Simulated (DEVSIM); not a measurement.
Structure: illuminated Si n-on-p cell, one wavelength, at 300 K.

| layer (left to right) | material | thickness (μm) | Nd (cm⁻³) | Na (cm⁻³) | τn (s) | τp (s) | absorption coefficient (cm⁻¹) |
|---|---|---|---|---|---|---|---|
| 1 | Si | 0.310 | 2.2e18 | - | 5.8e-7 | 5.8e-6 | 1700 |
| 2 | Si | 240 | - | 2.1e17 | 2.9e-5 | 2.9e-5 | 1700 |

Left contact: ohmic, minority hole recombination velocity 8e6 cm/s. Right contact: ohmic, minority electron recombination velocity 60 cm/s. Voltage is applied to the left contact. Recombination: SRH at mid-gap, radiative, Auger. Light enters at the left, 5.4e17 photons cm⁻² s⁻¹, one pass, no reflection. Mobility is μmin + (μ − μmin)/(1 + (N/Nref)^α).

Constants are typed, rounded textbook-type inputs, not results; the design itself was drawn at random and stands for no fabricated device. Values at 300 K.

| parameter | Si |
|---|---|
| gap (eV) | 1.124 |
| affinity (eV) | 4.05 |
| permittivity | 11.7 |
| Nc (cm⁻³) | 2.86e19 |
| Nv (cm⁻³) | 3.1e19 |
| μn (cm²/Vs) | 1417 |
| μp (cm²/Vs) | 470 |
| μn,min | 52 |
| μp,min | 45 |
| Nref,n | 9.7e16 |
| Nref,p | 2.2e17 |
| αn | 0.68 |
| αp | 0.72 |
| B (cm³/s) | 4.7e-15 |
| Cn (cm⁶/s) | 2.8e-31 |
| Cp (cm⁶/s) | 9.9e-32 |

Simulated with DEVSIM: 1D drift-diffusion, Boltzmann statistics, complete ionisation; no tunnelling, impact ionisation, image-force lowering or self-heating.

**Question.** Tabulate band edges, carrier densities and field at -0.9 V on the left contact, in the dark.

**Answer.** Energies count from the Fermi level of the right contact; mesh points crowd at the junctions.

| x (μm) | Ec (eV) | Ev (eV) | n (cm⁻³) | p (cm⁻³) | field (V/cm) |
|---|---|---|---|---|---|
| 0.000 | 0.966 | -0.158 | 2.2e18 | 2.8e13 | ≈ 0 |
| 0.03444 | 0.966 | -0.158 | 2.2e18 | 2.9e14 | ≈ 0 |
| 0.1103 | 0.966 | -0.158 | 2.2e18 | 8.7e14 | ≈ 0 |
| 0.2251 | 0.966 | -0.158 | 2.2e18 | 1.7e15 | ≈ 0 |
| 0.2981 | 0.967 | -0.157 | 2.2e18 | 2.3e15 | 2000 |
| 0.3252 | 1.068 | -0.056 | 4.3e16 | 1.2e17 | 19000 |
| 0.3861 | 1.085 | -0.039 | 2.2e16 | 2.3e17 | ≈ 0 |
| 0.6409 | 1.085 | -0.039 | 2.2e16 | 2.3e17 | ≈ 0 |
| 1.194 | 1.085 | -0.039 | 2.2e16 | 2.3e17 | ≈ 0 |
| 2.606 | 1.084 | -0.040 | 2.2e16 | 2.3e17 | ≈ 0 |
| 6.218 | 1.083 | -0.041 | 2.2e16 | 2.3e17 | ≈ 0 |
| 20.47 | 1.077 | -0.047 | 2.3e16 | 2.3e17 | ≈ 0 |
| 51.88 | 1.066 | -0.058 | 2.4e16 | 2.3e17 | ≈ 0 |
| 129.7 | 1.038 | -0.086 | 3.3e16 | 2.4e17 | ≈ 0 |
| 209.1 | 1.012 | -0.111 | 6.5e16 | 2.7e17 | ≈ 0 |
| 228.1 | 1.007 | -0.117 | 7.8e16 | 2.9e17 | ≈ 0 |
| 235.6 | 1.005 | -0.119 | 8.3e16 | 2.9e17 | ≈ 0 |
| 238.5 | 1.004 | -0.120 | 8.6e16 | 3.0e17 | ≈ 0 |
| 239.8 | 1.004 | -0.120 | 8.7e16 | 3.0e17 | ≈ 0 |
| 240.1 | 1.004 | -0.120 | 8.7e16 | 3.0e17 | ≈ 0 |
| 240.2 | 1.004 | -0.120 | 8.7e16 | 3.0e17 | ≈ 0 |
| 240.3 | 0.995 | -0.129 | 1.2e17 | 2.1e17 | -13000 |
